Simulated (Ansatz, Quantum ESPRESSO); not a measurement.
An Ansatz (a quantum-chemistry and plane-wave program) input for a self-consistent single point of MnO2 (P4_2/mnm, 6 atoms in the cell) (DFT, PBE, plane waves, default PAW files):

Ansatz 0.2 input:
```yaml
# MnO2
crystal:
  lattice:
    - [4.355536, 0.000000, 0.000000]
    - [0.000000, 4.355536, 0.000000]
    - [0.000000, 0.000000, 2.837836]
  atoms:
    - { symbol: Mn, position: [0.000000, 0.000000, 0.000000], spin: 4.0 }
    - { symbol: Mn, position: [0.500000, 0.500000, 0.500000], spin: 4.0 }
    - { symbol: O, position: [0.304920, 0.304920, 0.000000] }
    - { symbol: O, position: [0.695080, 0.695080, 0.000000] }
    - { symbol: O, position: [0.195080, 0.804920, 0.500000] }
    - { symbol: O, position: [0.804920, 0.195080, 0.500000] }
kpoints:
  mp_grid: { grid: [5, 5, 7] }
hamiltonian:
  xc: pbe
  pseudopotentials: { kind: paw }
magnetization:
  spin_polarized: true
scf:
  occupations: { method: gaussian, width: 0.272 }
output:
  forces: true
  eigenvalues: true
  stress: true
```

Task: Translate this input to Quantum ESPRESSO.

Result: This is the input that was run; spellings and numerical settings could be chosen otherwise.

```fortran
&CONTROL
  calculation = 'scf'
  prefix = 'mno2'
  outdir = './work'
  pseudo_dir = './'
  verbosity = 'high'
  tprnfor = .true.
  tstress = .true.
/
&SYSTEM
  ibrav = 6
  celldm(1) = 8.2307701659
  celldm(3) = 0.651546904904
  nat = 6
  ntyp = 2
  ecutwfc = 55
  ecutrho = 440
  occupations = 'smearing'
  smearing = 'gaussian'
  degauss = 0.019992
  nspin = 2
  starting_magnetization(1) = 0.267
/
&ELECTRONS
  conv_thr = 1e-10
  mixing_beta = 0.2
/
ATOMIC_SPECIES
Mn    54.9380  mn_pbe_v1.5.uspp.F.UPF
O     15.9990  O.pbe-n-kjpaw_psl.0.1.UPF
ATOMIC_POSITIONS {angstrom}
Mn    0.0000000000    0.0000000000    0.0000000000
Mn    2.1777680000    2.1777680000    1.4189180000
O     1.3280900371    1.3280900371    0.0000000000
O     3.0274459629    3.0274459629    0.0000000000
O     0.8496779629    3.5058580371    1.4189180000
O     3.5058580371    0.8496779629    1.4189180000
K_POINTS {automatic}
5 5 7  0 0 0
```

Basis settings and potentials, where a program has them, do not carry over. This input uses DFT, PBE, plane waves, SSSP 1.1.2 efficiency (PBE) pseudopotentials.

The starting cell comes from a database of computed structures (which also holds hypothetical and non-ambient phases and stackings), without a prior relaxation at this level. Its lattice was rescaled by a random factor within 2.5 % of one. For this run, on top of that: lattice scaled by 0.98.
